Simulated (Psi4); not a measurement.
Psi4 1.11, HF/def2-svp: Si(Cl)3(SiH3) ([SiH3][Si](Cl)(Cl)Cl), 8 atoms. The geometry is a generated start, not checked to be a minimum at this level.

| Item | Value |
|---|---|
| task | energy |
| method | scf |
| basis | def2-svp |
| memory | 3 GB |
| maxiter | 100 |
| keys of the molecule block | symmetry c1 |
| scf_type | df (default) |
| e_convergence | 1e-06 (default) |
| d_convergence | 1e-06 (default) |
| basis functions | 105 |

```xyz
8

Si     1.2426    -0.2231     0.0376
Si    -1.0468     0.1843    -0.0313
Cl    -2.0036    -0.9646    -1.4103
Cl    -1.4730     2.1169    -0.5045
Cl    -1.9571    -0.1803     1.7509
H      1.5069    -1.6218     0.3780
H      1.8811     0.6279     1.0425
H      1.8499     0.0608    -1.2631
```

With the defaults (damping_percentage = 0, scf_initial_accelerator = adiis, level_shift = 0, level_shift_cutoff = 0.01, guess = auto, which took SAD, soscf = false, soscf_start_convergence = 0.01, diis_max_vecs = 10, diis = true) it converges in 7 SCF iterations. One run each on 2 threads, with these changes:
- guess = core
- diis_max_vecs = 6
- damping_percentage = 60
- scf_initial_accelerator = none
- soscf = true, soscf_start_convergence = 0.001
- damping_percentage = 60, scf_initial_accelerator = none, diis = false
- guess = sap
- guess = huckel
- level_shift = 0.1, level_shift_cutoff = 0.001

Problem. Name the settings that don't reach the solution of the defaults.

Solution. No convergence: damping_percentage = 60 (the run ends without SCF convergence in 100 iterations). The rest reach the solution of the defaults.

```csv
setting,SCF iterations,JK calls,end
"soscf = true, soscf_start_convergence = 0.001",6,17,same solution
the defaults,7,8,same solution
scf_initial_accelerator = none,7,8,same solution
"level_shift = 0.1, level_shift_cutoff = 0.001",7,8,same solution
diis_max_vecs = 6,7,8,same solution
guess = sap,8,8,same solution
guess = huckel,8,23,same solution
guess = core,12,12,same solution
"damping_percentage = 60, scf_initial_accelerator = none, diis = false",25,26,same solution
damping_percentage = 60,100,101,no convergence
```

An SOSCF iteration holds several JK calls; a Hückel guess adds calls on atoms.
